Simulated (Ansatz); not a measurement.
Consider Li in the bcc (W type) structure (space group Im-3m, No. 229; a = 3.477 Å). Axes: x, y, z lie along the cube axes.

Level of theory: DFT with r2SCAN, PAW potentials and a 500 eV plane-wave cutoff in Ansatz (a program for electronic structure), no SOC.

Base values:

The shortest interatomic distance is 3.012 Å.

It is then changed as follows: a free-standing slab of 3 layers (3 atoms, 1 a layer) is cut normal to [110], with 15 Å of vacuum and the in-plane cell held at bulk.

**Question.** What does the calculation give for the shortest interatomic distance after the change?

**Answer.** The shortest interatomic distance shrinks by 0.090 Å (3.012 Å → 2.922 Å).

**Question.** What does the calculation give for the excess energy per area of both faces after the change?

**Answer.** The excess energy per area of both faces (slab less bulk energy over the cell's area: twice a surface energy) amounts to 1.01 J/m² (uncertain by up to 0.06 J/m²).

**Question.** What does the calculation give for the change of the spacing d12 from its bulk value of 2.459 Å after the change?

**Answer.** The change of the spacing d12 from its bulk value of 2.459 Å amounts to -4.5 %.

The excess energy carries the mismatch between the slab's and the bulk's meshes. Stability against distortions was not tested.
